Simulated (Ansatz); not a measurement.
A user runs Ansatz (an electronic-structure program) on CsCoCuS2 (I-4m2, 5 atoms in the cell) and asks whether the run is sound. The aim is a self-consistent single point with DFT, PBEsol, plane waves, PAW files made with PBE.

Cell that was meant: a = 7.5282 Å, b = 7.5282 Å, c = 7.5282 Å, α = 149.79°, β = 149.79°, γ = 43.25°.

Part of the input:

Ansatz 0.2 input:
```yaml
magnetization:
  spin_polarized: true
scf:
  occupations: { method: methfessel_paxton, width: 1.36 }
output:
  forces: true
  eigenvalues: true
```

Output, abridged:

```
WARN ansatz: RAYON_NUM_THREADS=1 ignored (pool sized by the plan → 1); use --threads N
   [... lines left out ...]
PAW frozen core: S, regenerated for the run's functional, and the local potential with it
Initial density: superposition of atomic densities (chi_scale 0.1, normalization cell, long waves kept (reshape's long-wave potential 0.07 eV rms))
Starting moments: Σ|m| = 3 μB on 1 of 5 sites
Initial wavefunctions: pseudopotential atomic-orbital guess
Eigensolver: davidson
Functional: x = pbesol(κ = 0.804, μ = 0.12345679012345678), c = pbesol(β = 0.046)
SCF iter   1: F=—  HF=-19045.501726 eV  |F-HF|=—  |Δ(HF+E_count)|=         —  Δρ=1.63e-1 (↑1.48e-1 ↓1.63e-1)  dr2=8.39e1  dr2_m=5.24e0  M=1.170 μB ∫|m|=1.291 μB  β_m=0.30  ethr=3.10e-3  ⟨swp⟩=8.8  Hψ=31157  notcnv=0
Mixer restart at iter 1: flushing history
all-band conjugate gradients solve this SCF's bands
preconditioner: auto → Kerker (q_TF=auto, 2.454 Å⁻¹)
   [... lines left out ...]
SCF iter  52: F=-19040.475643 eV  HF=-19040.475643 eV  |F-HF|=9.18e-8  |Δ(HF+E_count)|=   6.28e-9  S|Δr|=    0.00e0  Δρ=6.89e-6 (↑6.89e-6 ↓2.44e-6)  dr2=1.02e-7  dr2_m=5.37e-9  M=-1.964 μB ∫|m|=2.005 μB  β_m=0.77  ethr=2.16e-10  ⟨swp⟩=2.8  Hψ=10089  notcnv=0
SCF iter  53: F=-19040.475643 eV  HF=-19040.475643 eV  |F-HF|=1.02e-8  |Δ(HF+E_count)|=   7.08e-9  S|Δr|=    0.00e0  Δρ=1.64e-6 (↑1.64e-6 ↓7.09e-7)  dr2=1.32e-8  dr2_m=3.29e-10  M=-1.964 μB ∫|m|=2.005 μB  ethr=1.75e-10  ⟨swp⟩=3.0  Hψ=15659  notcnv=0
SCF 1 converged in 53 iterations: F = -19040.475643 eV  dr2 = 1.32e-8
Stability not checked (fill_not_monotonic)
Magnetization: -1.9642 μB (27.5179 up, 29.4821 down)
Absolute magnetization: 2.0049 μB (∫|ρ↑−ρ↓|, with the PAW one-centre terms)
Spin contamination: 0.0621 ħ² per cell (⟨S²⟩ above its minimum at these occupations)
   [... lines left out ...]
Free energy (F): -19040.475643 eV
Fermi energy:    9.040595 eV
   [... lines left out ...]
  atom   5  S     -0.00000000     0.00000000    -0.32331628
--- Stress (GPa, compression-positive) ---
       -4.237044       0.000000      -0.000000
        0.000000      -4.237044       0.000000
       -0.000000       0.000000      -3.017804
  P = ⅓ Tr σ = -3.8306 GPa (-38.306 kbar)
  The stress holds the Pulay correction. Without it, at fixed plane waves, as pw.x and ABINIT print it: P = -3.8757 GPa
```

### Question
Can these results be used? Check the input.

### Answer
The run is not sound. The fault is a smearing width that is far too large. A width of many tenths of an electronvolt moves electrons far across the Fermi level or the gap, and the free energy and its derivatives carry a large smearing term. To fix it, use a width small against the gap or band features. The run converged in 53 iterations without an error; against the sound input the free energy goes down by 29.0 meV/atom, the pressure goes from -2.90 to -3.83 GPa, the largest force goes from 0.182 to 0.323 eV/Å and the size of the net moment goes from 0.57 to 0.39 μB/atom.

The sound input it was made from differs as follows (other fixes are possible):
```diff
-  occupations: { method: methfessel_paxton, width: 1.36 }
+  occupations: { method: methfessel_paxton, width: 0.2 }
```

With that input, the run converged in 23 iterations: free energy E − TS (on the zero of these files) -19040.3305 eV; Fermi level (on the code's own zero) 9.02 eV; pressure -2.90 GPa; largest force (vector length) 0.182 eV/Å; size of the cell's spin moment 2.84 μB (DFT, PBEsol, plane waves, PAW files made with PBE).

On the sound input: the starting cell comes from a database of computed structures (which also holds hypothetical and non-ambient phases and stackings), without a prior relaxation at this level. Its lattice was rescaled by a random factor within 2.5 % of one. With one magnetic atom in the cell only a parallel order is possible. Ansatz's pressure includes its estimate of the finite-basis (Pulay) stress.
